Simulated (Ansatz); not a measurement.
# CuI: response to strain

Take CuI in the zinc blende structure (space group F-43m, No. 216; a = 5.8619 Å) as the base.

Strains are applied to the cell and any free atomic positions relax.

Level of theory: LDA, PAW, 420 eV (Ansatz, an electronic-structure program; spin-orbit coupling left out).

Candidates:
(a) isotropic strain +2.50 %
(b) isotropic strain −1.00 %
(c) isotropic strain −1.50 %
(d) isotropic strain +0.50 %
(e) isotropic strain −3.00 %

Before the change:

- Band gap: 1.22 eV

Order them by band gap, highest first.

(e) isotropic strain −3.00 % (1.52 eV), (c) isotropic strain −1.50 % (1.36 eV), (b) isotropic strain −1.00 % (1.32 eV), (d) isotropic strain +0.50 % (1.18 eV), (a) isotropic strain +2.50 % (1.01 eV)

With I present, leaving out spin-orbit coupling can change the band edges. No phonon test of stability was made. All final runs are without spin polarisation.
